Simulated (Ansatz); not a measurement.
The starting structures come from a database of crystals and need not be the phases stable at ambient conditions.

The decay constant κ of evanescent states in the gap governs leakage through a thin film.

Consider the following.

```
NaH2N
1.0
    6.78030     0.00000     0.00000
    0.80649     6.73217     0.00000
    2.98691    -3.36608     3.90549
Na H N
4 8 4
Cartesian
  2.27656  -0.98815   1.95274
  4.50374   0.98815   1.95274
  4.10049  -2.37794   3.90549
  9.46011   2.37794   3.90549
  1.15313   3.61840   0.58356
  6.71678  -2.65153   3.32193
  6.43366   3.11376   0.58356
  6.84382   2.65153   3.32193
  3.04351   3.11376   1.36919
  6.44057  -0.71455   2.53630
  4.54328   3.61840   1.36919
  7.12003   0.71455   2.53630
  3.39015   0.00000   3.83714
  3.39015   0.00000   0.06835
  3.79340   3.36608   2.02109
  6.78030   0.00000   1.88440
```

Space group of this cell: Fddd. The cell is taken as given; by PBEsol its mean pressure is 1.1 GPa.

Transport runs along the normal of the first two printed cell vectors.

No gap correction and no spin-orbit coupling; mid-gap values are interpolated between computed energies.

Give the band gap and the smallest decay constant κ at mid-gap that PBEsol (Ansatz, a quantum-chemistry and plane-wave program) yields.

Gap 1.88 eV on a 8×8×8 mesh; κ = 0.299 1/Å, at the zone centre.
